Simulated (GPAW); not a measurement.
Troubleshooting GPAW: a failed run on AlAu (P2_1/m, 8 atoms in the cell). The aim is a self-consistent single point with DFT LDA (Perdew-Wang 92), plane waves, GPAW PAW datasets LDA (gpaw-data 1.0.1).

Cell that was meant: a = 6.2694 Å, b = 3.5032 Å, c = 6.2698 Å, α = 90.00°, β = 91.52°, γ = 90.00°.

Part of the input:

```python
                                [0.078350, 0.250000, 0.677950],
                                [0.311080, 0.750000, 0.485250],
                                [0.688920, 0.250000, 0.514750],
                                [0.186800, 0.750000, 0.999900]],
              pbc=True)

calc = GPAW(mode={'name': 'pw', 'ecut': 550},
```

Output (repeated stretches shortened):

```
Traceback (most recent call last):
   [... frames left out ...]
ValueError: Array "positions" has wrong length: 7 != 8.
```

Question: Read the log: what does the program object to, and what is the fix?

Answer: The fault is an atom count that does not match the list of atoms (one position left out); here the program stops on it instead of giving results. To fix it, make the count match the list. The program stopped before any SCF iteration.

The sound input it was made from differs as follows (other fixes are possible):
```diff
-                                [0.186800, 0.750000, 0.999900]],
+                                [0.186800, 0.750000, 0.999900],
+                                [0.813200, 0.250000, 0.000100]],
```

With that input, the run converged in 27 iterations: free energy E − TS (from the program's reference atoms) -38.0579 eV; Fermi level (on the code's own zero) 8.50 eV; pressure -3.87 GPa; largest force (vector length) 0.131 eV/Å (DFT LDA (Perdew-Wang 92), plane waves, GPAW PAW datasets LDA (gpaw-data 1.0.1)).

On the sound input: the starting cell comes from a database of computed structures (which also holds hypothetical and non-ambient phases and stackings), without a prior relaxation at this level. With a pressure of about -4 GPa the cell is away from its equilibrium volume at this level. Without a gap this mesh is coarse (it stands for a supercell whose shortest vector is 18 Å).
